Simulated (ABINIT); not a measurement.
Worked example: self-consistent single point of PbF2 (Fm-3m, 3 atoms in the cell) in ABINIT

Level of theory: PBE, PAW (JTH v2.0 PBE PAW) (plane waves; ABINIT 10.0.3).

This input was run:

```
# PbF2, JTH v2.0 PBE PAW
pp_dirpath "./"
pseudos "Pb.GGA_PBE-JTH.xml, F.GGA_PBE-JTH.xml"
acell 3*1.0 Angstrom
rprim
         0.0000000000    2.9192010000    2.9192010000
         2.9192010000    0.0000000000    2.9192010000
         2.9192010000    2.9192010000    0.0000000000
natom 3
ntypat 2
znucl 82 9
typat 1 2 2
xcart
         0.0000000000    0.0000000000    0.0000000000
         4.3788015000    4.3788015000    4.3788015000
         1.4596005000    1.4596005000    1.4596005000
      Angstrom
ecut 653 eV
pawecutdg 1306 eV
pawxcdev 0
ixc 11
occopt 1
nband 18
kptopt 1
ngkpt 10 10 10
nshiftk 1
shiftk 0 0 0
nstep 60
tolvrs 1.0e-10
prtwf 0
prtden 0
```

The program printed (abridged):

```
 Symmetries : space group Fm -3 m (#225); Bravais cF (face-center cubic)

 -outvars: echo values of preprocessed input variables --------
            acell      1.8897261329E+00  1.8897261329E+00  1.8897261329E+00 Bohr
             ecut      2.39973095E+01 Hartree
              ixc          11
         kptrlatt       10    0    0      0   10    0      0    0   10
          kptrlen      7.80149556E+01
            natom           3
            nband          18
            ngfft          36      36      36
          ngfftdg          50      50      50
             nkpt          47
            nstep          60
             nsym          48
           ntypat           2
        pawecutdg      4.79946190E+01 Hartree
         pawxcdev           0
            rprim      0.0000000000E+00  2.9192010000E+00  2.9192010000E+00
                       2.9192010000E+00  0.0000000000E+00  2.9192010000E+00
                       2.9192010000E+00  2.9192010000E+00  0.0000000000E+00
          spgroup         225
           tolvrs      1.00000000E-10
            typat      1  2  2
           useylm           1
             xred      0.0000000000E+00  0.0000000000E+00  0.0000000000E+00
                       7.5000000000E-01  7.5000000000E-01  7.5000000000E-01
                       2.5000000000E-01  2.5000000000E-01  2.5000000000E-01
            znucl       82.00000    9.00000

== DATASET  1 ==================================================================

 Exchange-correlation functional for the present dataset will be:
  GGA: Perdew-Burke-Ernzerhof functional - ixc=11
 Citation for XC functional:
  J.P.Perdew, K.Burke, M.Ernzerhof, PRL 77, 3865 (1996)

 Real(R)+Recip(G) space primitive vectors, cartesian coordinates (Bohr,Bohr^-1):
 R(1)=  0.0000000  5.5164904  5.5164904  G(1)= -0.0906373  0.0906373  0.0906373
 R(2)=  5.5164904  0.0000000  5.5164904  G(2)=  0.0906373 -0.0906373  0.0906373
 R(3)=  5.5164904  5.5164904  0.0000000  G(3)=  0.0906373  0.0906373 -0.0906373
 Unit cell volume ucvol=  3.3575199E+02 bohr^3
 Angles (23,13,12)=  6.00000000E+01  6.00000000E+01  6.00000000E+01 degrees

 Coarse grid specifications (used for wave-functions):

 getcut: wavevector=  0.0000  0.0000  0.0000  ngfft=  36  36  36
         ecut(hartree)=     23.997   => boxcut(ratio)=   2.09256

 Fine grid specifications (used for densities):

 getcut: wavevector=  0.0000  0.0000  0.0000  ngfft=  50  50  50
         ecut(hartree)=     47.995   => boxcut(ratio)=   2.05591

   9.79307598E+02                                ecore*ucvol(ha*bohr**3)

_setup2: Arith. and geom. avg. npw (full set) are    1884.405    1884.388

--- !BeginCycle
solver: {iscf: 17, nstep: 60, nline: 4, wfoptalg: 10, }
tolerances: {tolvrs: 1.00E-10, }
...

     iter   Etot(hartree)      deltaE(h)  residm     nres2
 ETOT  1  -106.40065427546    -1.064E+02 6.994E+00 9.269E+01
 ETOT  2  -110.71179085531    -4.311E+00 5.481E-01 3.835E+02
 ETOT  3  -110.24384797676     4.679E-01 2.842E-01 1.801E+02
 ETOT  4  -110.17355049199     7.030E-02 5.419E-02 4.963E+01
 ETOT  5  -110.30118886426    -1.276E-01 1.575E-02 1.390E+02
 ETOT  6  -110.29923984274     1.949E-03 1.813E-03 1.311E+02
   [... 19 lines left out ...]
 ETOT 26  -110.07663676879    -6.288E-09 1.135E-07 1.800E-07
 ETOT 27  -110.07663677295    -4.151E-09 9.468E-09 4.724E-07
 ETOT 28  -110.07663677266     2.884E-10 3.029E-09 6.480E-09
 ETOT 29  -110.07663677267    -1.060E-11 1.684E-09 2.966E-09
 ETOT 30  -110.07663677267     4.832E-13 3.665E-10 2.128E-11

 At SCF step   30       nres2   =  2.13E-11 < tolvrs=  1.00E-10 =>converged.

 Cartesian components of stress tensor (hartree/bohr^3)
  sigma(1 1)= -2.10970011E-04  sigma(3 2)=  0.00000000E+00
  sigma(2 2)= -2.10970011E-04  sigma(3 1)=  0.00000000E+00
  sigma(3 3)= -2.10970011E-04  sigma(2 1)=  0.00000000E+00

 ----iterations are completed or convergence reached----

 reduced coordinates (array xred) for    3 atoms
       0.000000000000      0.000000000000      0.000000000000
       0.750000000000      0.750000000000      0.750000000000
       0.250000000000      0.250000000000      0.250000000000
 cartesian forces (eV/Angstrom) at end:
    1      0.00000000000000     0.00000000000000    -0.00000000000000
    2     -0.00000000000000    -0.00000000000000     0.00000000000000
    3      0.00000000000000     0.00000000000000    -0.00000000000000
 frms,max,avg= 5.1915952E-30 8.9874656E-30   0.000E+00  0.000E+00  0.000E+00 e/A
 length scales=  1.889726132886  1.889726132886  1.889726132886 bohr
              =  1.000000000000  1.000000000000  1.000000000000 angstroms
 Fermi (or HOMO) energy (hartree) =   0.09488   Average Vxc (hartree)=  -0.33545
 Eigenvalues (hartree) for nkpt=  47  k points:
 kpt#   1, nband= 18, wtk=  0.00100, kpt=  0.0000  0.0000  0.0000 (reduced coord)
  -0.69443   -0.66864   -0.43722   -0.43722   -0.43722   -0.43440   -0.43440   -0.07651
  -0.00634   -0.00634   -0.00634    0.01176    0.01176    0.01176    0.34552    0.34552
   0.34552    0.49048
 prteigrs : prtvol=0 or 1, do not print more k-points.

--- !EnergyTerms
comment             : Components of total free energy in Hartree
kinetic             :  2.42721403512731E+01
hartree             :  3.38344253057967E+01
xc                  : -9.28843411657017E+00
Ewald energy        : -8.01733547543707E+01
psp_core            :  2.91675885039118E+00
local_psp           : -1.05375320762353E+02
spherical_terms     :  2.37371465517214E+01
total_energy        : -1.10076638574112E+02
total_energy_eV     : -2.99533766625864E+03
...

-Cartesian components of stress tensor (GPa)         [Pressure=  6.2070E+00 GPa]
- sigma(1 1)= -6.20695096E+00  sigma(3 2)=  0.00000000E+00
- sigma(2 2)= -6.20695096E+00  sigma(3 1)=  0.00000000E+00
- sigma(3 3)= -6.20695096E+00  sigma(2 1)=  0.00000000E+00

 Calculation completed.
```

The run converged in 30 iterations.

The starting cell comes from a database of computed structures (which also holds hypothetical and non-ambient phases and stackings), without a prior relaxation at this level. Its lattice was rescaled by a random factor within 2.5 % of one. With a pressure of about 6 GPa the cell is away from its equilibrium volume at this level.

Cost on one core of a shared machine: roughly 3 min.
